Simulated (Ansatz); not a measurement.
The reference is HgS (space group P3_221, No. 154; a = 4.4649 Å, c = 9.7582 Å; made of chains).

Computed with DFT with PBE, PAW potentials and a 420 eV plane-wave cutoff in Ansatz (an electronic-structure program), spin-orbit coupling left out.

For the base:

The gap between the host's bands comes out as 1.83 eV.

One thing is altered: hole doping at 5.0×10^21 cm⁻³ (0.842 per cell), with a uniform compensating background at fixed cell and a 300 K Fermi–Dirac width.

**Question.** What happens to the Fermi level from band edge and gap between the host's bands?

**Answer.** The Fermi level relative to the doped band's edge (positive inside the band; to 0.05 eV) comes out as +0.25 eV; the gap between the host's bands goes up by 0.08 eV, from 1.83 eV to 1.91 eV.

Charged cell with a jellium background: band edges are those of the host's band count, energies are not comparable with the neutral cell, and many-body gap narrowing is missing. With Hg present, leaving out spin-orbit coupling can change the band edges. Stability against distortions was not tested. No dispersion term is included, though the crystal is made of layers, chains or molecules, so its spacings can come out too wide.
